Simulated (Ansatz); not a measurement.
Cubic perovskite BaHfO₃ was calculated with HSE06 in Ansatz (PAW).

Settings: plane-wave cutoff 460 eV, 6×6×6 k mesh, Fermi–Dirac smearing 0.01 eV, scalar-relativistic PAW data made under PBE.

Properties against volume:

| V (Å³/atom) | P (GPa) | direct gap at Γ (eV) | smallest gap on the k mesh (eV) |
|---|---|---|---|
| 13.824 | 9.78 | 5.382 | 5.298 |
| 14.187 | 4.58 | 5.367 | 5.242 |
| 14.586 | -0.37 | 5.344 | 5.180 |
| 14.915 | -3.94 | 5.319 | 5.127 |
| 15.279 | -7.43 | 5.287 | 5.068 |

The fundamental gap (5.18 eV at the equilibrium volume, on the SCF mesh) lies elsewhere than Γ–Γ.

Spin–orbit coupling is not included.

Ansatz is a quantum-chemistry and plane-wave program.
